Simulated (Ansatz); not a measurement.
Take MgS in the rock salt structure (space group Fm-3m, No. 225; a = 5.2030 Å) as the base. Axes: x, y, z lie along the cube axes.

Level of theory: DFT with r2SCAN, PAW potentials and a 500 eV plane-wave cutoff in Ansatz (a quantum-chemistry and plane-wave program), without spin-orbit coupling.

Before the change:

| Quantity | Result |
|---|---|
| Valence-band top at Γ | 0.00, 0.00, 0.00 eV |

Modification: biaxial strain −1.25 %, plane normal [111], relaxed out of plane (Cartesian); in-plane vectors clamped, the third vector and the atoms free.

Task: What happens to the valence-band top at Γ, out-of-plane strain and energy relative to the base?

Result: The valence-band top at Γ (three highest levels, from the VBM) changes from 0.00, 0.00, 0.00 eV to 0.00, 0.00, -0.19 eV; the out-of-plane strain comes out as +0.63 %; the energy grows by 3.2 meV/atom.

The levels and masses belong to the bands next to the band gap. Whether these cells are dynamically stable was not tested.
